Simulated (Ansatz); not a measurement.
Zn8Cu5 (I-43m, No. 217), treated with LDA (PAW; Ansatz, a program for electronic structure).

Settings: plane-wave cutoff 500 eV, 10×10×10 k mesh, Fermi–Dirac smearing 0.1 eV, no spin polarisation, scalar-relativistic PAW data made under PBE.

Computed at the level's own relaxed cell.

Task: What does this level give for the equilibrium volume per atom and equilibrium lattice constant a?

Result: 
- equilibrium volume per atom = 12.16 Å³/atom
- equilibrium lattice constant a = 8.584 Å

The run finds no gap.

Note: the volume lies 9 % below that of the published cell.

The computed numbers hold no vibrational or temperature effects.

Computing time: roughly 70 core-minutes.
